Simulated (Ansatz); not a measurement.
Consider SrO in the rock salt structure (space group Fm-3m, No. 225; a = 5.122 Å).

All numbers come from PBEsol (Ansatz, a first-principles code; PAW; 420 eV plane waves; without spin-orbit coupling).

Base values:

| Item | Result |
|---|---|
| Valley order | X along ⟨100⟩ 3.20 eV; Γ 3.93 eV |

One thing is altered: 0.0672 holes added to each cell, a density of 2.0×10^21 cm⁻³, with a uniform compensating background at fixed cell and a 300 K Fermi–Dirac width.

What happens to the Fermi level from band edge?

The Fermi level relative to the doped band's edge (positive inside the band; to 0.05 eV) comes out as +0.10 eV.

How does this affect the valley order?

The valley order (the lowest conduction-band minima on the path, energy above the VBM, named in the base's zone) changes from X along ⟨100⟩ 3.20 eV; Γ 3.93 eV to X along ⟨100⟩ 3.33 eV; Γ 4.05 eV.

Carriers are added with a uniform compensating background; total energy and stress of such cells depend on the potential's zero and are not compared; many-body gap narrowing is missing at this level. The levels and masses belong to the bands next to the band gap. No phonon test of stability was made.
